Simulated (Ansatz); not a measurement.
Ansatz (a first-principles code) run on CsH (Pm-3m, 2 atoms in the cell): dielectric-response calculation.

Method of the run: LDA (PW92), default PAW files made with PBE (plane waves; Ansatz).

```
CsH
1.0
    3.79932     0.00000     0.00000
    0.00000     3.79932     0.00000
    0.00000     0.00000     3.79932
Cs H
1 1
Direct
  0.00000   0.00000   0.00000
  0.50000   0.50000   0.50000
```

Reference input (self-consistent single point, DFT, LDA (PW92), plane waves, default PAW files made with PBE): basis.ecutwfc = 30.9 Ry; kpoints.mp_grid.grid = 7 7 7; hamiltonian.xc = lda; hamiltonian.pseudopotentials = {kind: paw} (the program's default PAW files); scf.occupations.method = fixed. This run's input differs from it in these lines:

Ansatz 0.2 input:
```diff
@@ -11,3 +11,3 @@
 kpoints:
-  mp_grid: { grid: [7, 7, 7] }
+  mp_grid: { grid: [10, 10, 10] }
 hamiltonian:
@@ -17,6 +17,4 @@
   occupations: { method: fixed }
-output:
-  forces: true
-  eigenvalues: true
-  stress: true
+dielectric:
+  field_mesh: kpoints
```

Output (repeated stretches shortened):

```
SCF iter   1: F=—  HF=-5520.934356 eV  |F-HF|=—  |Δ(HF+E_count)|=         —  Δρ=8.77e-3  dr2=5.09e-2  ethr=1.77e-3  ⟨swp⟩=4.2  Hψ=7238  notcnv=0  defer=225
all-band conjugate gradients solve this SCF's bands
preconditioner: auto → none
SCF iter   2: F=—  HF=-5520.916182 eV  |F-HF|=—  |Δ(HF+E_count)|=   1.82e-2  Δρ=1.50e-3  dr2=1.03e-3  ethr=5.09e-4  ⟨swp⟩=2.0  Hψ=2384  notcnv=0  defer=248
SCF iter   3: F=—  HF=-5520.915988 eV  |F-HF|=—  |Δ(HF+E_count)|=   1.94e-4  Δρ=5.91e-4  dr2=1.30e-4  ethr=1.03e-5  ⟨swp⟩=1.9  Hψ=1278  notcnv=0  defer=249
SCF iter   4: F=—  HF=-5520.915983 eV  |F-HF|=—  |Δ(HF+E_count)|=   4.37e-6  Δρ=8.55e-5  dr2=1.72e-6  ethr=1.30e-6  ⟨swp⟩=2.1  Hψ=1693  notcnv=0  defer=152
SCF iter   5: F=—  HF=-5520.915984 eV  |F-HF|=—  |Δ(HF+E_count)|=   2.26e-7  Δρ=1.50e-5  dr2=1.29e-7  ethr=1.72e-8  ⟨swp⟩=2.0  Hψ=1643  notcnv=0  defer=60
SCF iter   6: F=—  HF=-5520.915984 eV  |F-HF|=—  |Δ(HF+E_count)|=   6.09e-8  Δρ=1.29e-6  dr2=7.79e-10  ethr=1.29e-9  ⟨swp⟩=2.0  Hψ=1648  notcnv=0  defer=19
SCF iter   7: F=-5520.915984 eV  HF=-5520.915984 eV  |F-HF|=3.18e-11  |Δ(HF+E_count)|=  1.84e-10  Δρ=2.76e-7  dr2=4.14e-11  ethr=1.00e-12  ⟨swp⟩=4.5  Hψ=5497  notcnv=0
SCF 1 converged in 7 iterations: F = -5520.915984 eV  dr2 = 4.14e-11
DFPT response loops at Γ: preconditioner auto → none (the input reference at scf.mixing.eps_inf says where Resta's filter doesn't serve); β = 0.50 …
Free energy (F): -5520.915984 eV
Internal energy: -5520.915984 eV  (E = F + TS)
E sigma→0 (E₀):  -5520.915984 eV
Fermi energy:    4.321731 eV
--- Dielectric response (ions clamped): 1 representative field direction + reference, on 126 of 1000 k-points (Σ response iterations 6) ---
  k mesh reduced under 8 symmetry operations, with k and −k counted as one. Each operation leaves every solved perturbation unchanged …
  ε∞ (high-frequency dielectric tensor):
        3.883104    -0.000000     0.000000
   [... lines left out ...]
         0.00000    1.16394    0.00000
         0.00000    0.00000    1.16394
    site 1:
        -1.16394    0.00000   -0.00000
        -0.00000   -1.16394    0.00000
        -0.00000    0.00000   -1.16394
  Z* charge neutrality: 4.755e-5 e pre-enforcement
  k-mesh period / interband length: 38.0 Å / 2.15 Å = 17.64 at k = (-0.5000, -0.5000, -0.5000), direct gap 2.480 eV — 14 or more, which is no proof of convergence
```

The run converged in 7 iterations. 

Summary of the result:
```
Quantity                                                                                             Value
----------------------------------------------------------------------------------------  ----------------
Free energy E − TS (on the zero of these files)                                              -5520.9160 eV
Top of the valence band (on the code's own zero)                                                   4.32 eV
Gap on the k-point mesh                                                                            2.33 eV
ε∞ at this k-point mesh, which may be far from converged in small-gap cells (xx, yy, zz)  3.88, 3.88, 3.88
Born charges at this mesh (mean of the diagonal, e)                                       Cs 1.16, H -1.16
```

The starting cell comes from a database of computed structures (which also holds hypothetical and non-ambient phases and stackings), without a prior relaxation at this level. Its lattice was rescaled by up to half a per cent.
